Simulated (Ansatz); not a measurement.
Start from WC (space group P-6m2, No. 187; a = 2.8843 Å, c = 2.8115 Å; relaxed with 0.1 eV smearing). Axes: x lies along a and z along c of the hexagonal cell.

The values are results of Ansatz (an electronic-structure program), LDA, PAW, cutoff 420 eV, without spin-orbit coupling, not measurements.

Strains are applied to the cell and any free atomic positions relax.

One change was made to it. Results:

| quantity | base | after |
|---|---|---|
| energy relative to the base (free energy F) | 0 meV/atom | +10 meV/atom |
| band gap | zero | zero |
| pressure (mean of the normal stresses, compression positive) | 0.0 GPa | 8.6 GPa |

Problem. What was done to the base?
A) uniaxial strain ε_xx = −0.50 %
B) uniaxial strain ε_xx = +1.50 %
C) uniaxial strain ε_xx = +0.50 %
D) uniaxial strain ε_xx = −2.00 %

Solution. D, uniaxial strain ε_xx = −2.00 %. For comparison, the energy relative to the base in the other runs: uniaxial strain ε_xx = +1.50 % gives +5.2 meV/atom; uniaxial strain ε_xx = +0.50 % gives +0.6 meV/atom; uniaxial strain ε_xx = −0.50 % gives +0.6 meV/atom.

Whether these cells are dynamically stable was not tested. All final runs are without spin polarisation.
